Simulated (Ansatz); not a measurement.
The parent structure is Rb2InAgCl6 (space group Fm-3m, No. 225; a = 10.3084 Å; a cell from a computed database, its experimental status unchecked). Axes: x, y, z lie along the cube axes.

Level of theory: Kohn–Sham DFT with the PBEsol functional, run in Ansatz (a quantum-chemistry and plane-wave program) with PAW and 420 eV plane waves, spin-orbit coupling left out.

Perturbation: the cell is scaled by 1.0079 in all directions, atoms relaxed at fixed cell.

Predict the stress tensor and what it implies for the stiffness.

Stress of the strained cell less that of the base (GPa, compression positive):
```
  -0.72    0.00    0.00
   0.00   -0.72    0.00
   0.00    0.00   -0.72
```

Then B = −ΔP/(ΔV/V₀) with ΔV/V₀ = 0.0239 gives secant stiffness values (nonlinear terms included at this strain): B ≈ 30 GPa.

Stability against distortions was not tested.
